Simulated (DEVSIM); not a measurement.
Structure: abrupt Ge p-n junction, at 300 K.

```csv
layer (left to right),material,thickness (μm),Nd (cm⁻³),Na (cm⁻³),τn (s),τp (s)
1,Ge,5.80,-,2.1e15,4.2e-6,4.2e-6
2,Ge,170,5e17,-,4.2e-6,4.2e-6
```

Left contact: ohmic. Right contact: ohmic. Voltage is applied to the left contact. Recombination: SRH at mid-gap, radiative, Auger. Mobility is μmin + (μ − μmin)/(1 + (N/Nref)^α).

Constants are typed, rounded textbook-type inputs, not results; the design itself was drawn at random and stands for no fabricated device. Values at 300 K.

| parameter | Ge |
|---|---|
| gap (eV) | 0.664 |
| affinity (eV) | 4 |
| permittivity | 16 |
| Nc (cm⁻³) | 1.04e19 |
| Nv (cm⁻³) | 6e18 |
| μn (cm²/Vs) | 3900 |
| μp (cm²/Vs) | 1900 |
| μn,min | 150 |
| μp,min | 100 |
| Nref,n | 2.6e17 |
| Nref,p | 4e17 |
| αn | 0.56 |
| αp | 0.6 |
| B (cm³/s) | 6.4e-14 |
| Cn (cm⁶/s) | 1e-31 |
| Cp (cm⁶/s) | 1e-31 |

Simulated with DEVSIM: 1D drift-diffusion, Boltzmann statistics, complete ionisation; no tunnelling, impact ionisation, image-force lowering or self-heating.

Tabulate band edges, carrier densities and field at -10.0 V on the left contact.

Energies count from the Fermi level of the right contact; mesh points crowd at the junctions.

| x (μm) | Ec (eV) | Ev (eV) | n (cm⁻³) | p (cm⁻³) | field (V/cm) |
|---|---|---|---|---|---|
| 0.000 | 10.458 | 9.794 | 2.1e11 | 2.1e15 | ≈ 0 |
| 0.05099 | 10.458 | 9.794 | 2.0e11 | 2.1e15 | ≈ 0 |
| 0.2094 | 10.458 | 9.794 | 1.9e11 | 2.1e15 | ≈ 0 |
| 0.6725 | 10.458 | 9.794 | 1.6e11 | 2.1e15 | ≈ 0 |
| 3.127 | 10.346 | 9.682 | 2.4e9 | 2.8e13 | -6400 |
| 4.920 | 5.378 | 4.714 | 3.8e8 | 2500000 | -49000 |
| 5.533 | 1.927 | 1.263 | 3.0e8 | 560000 | -64000 |
| 5.759 | 0.430 | -0.234 | 6.1e11 | 59000 | -69000 |
| 5.803 | 0.126 | -0.538 | 7.8e16 | 32000 | -55000 |
| 5.861 | 0.078 | -0.586 | 5.0e17 | 490000 | -19 |
| 6.043 | 0.078 | -0.586 | 5.0e17 | 2300000 | ≈ 0 |
| 6.983 | 0.078 | -0.586 | 5.0e17 | 1.2e7 | ≈ 0 |
| 9.561 | 0.078 | -0.586 | 5.0e17 | 3.7e7 | ≈ 0 |
| 17.64 | 0.078 | -0.586 | 5.0e17 | 1.1e8 | ≈ 0 |
| 59.49 | 0.078 | -0.586 | 5.0e17 | 4.2e8 | ≈ 0 |
| 129.7 | 0.078 | -0.586 | 5.0e17 | 7.3e8 | ≈ 0 |
| 161.1 | 0.078 | -0.586 | 5.0e17 | 8.3e8 | ≈ 0 |
| 171.1 | 0.078 | -0.586 | 5.0e17 | 8.6e8 | ≈ 0 |
| 174.8 | 0.078 | -0.586 | 5.0e17 | 8.7e8 | ≈ 0 |
| 175.5 | 0.078 | -0.586 | 5.0e17 | 8.7e8 | ≈ 0 |
| 175.7 | 0.078 | -0.586 | 5.0e17 | 8.7e8 | ≈ 0 |
| 175.8 | 0.078 | -0.586 | 5.0e17 | 8.7e8 | ≈ 0 |
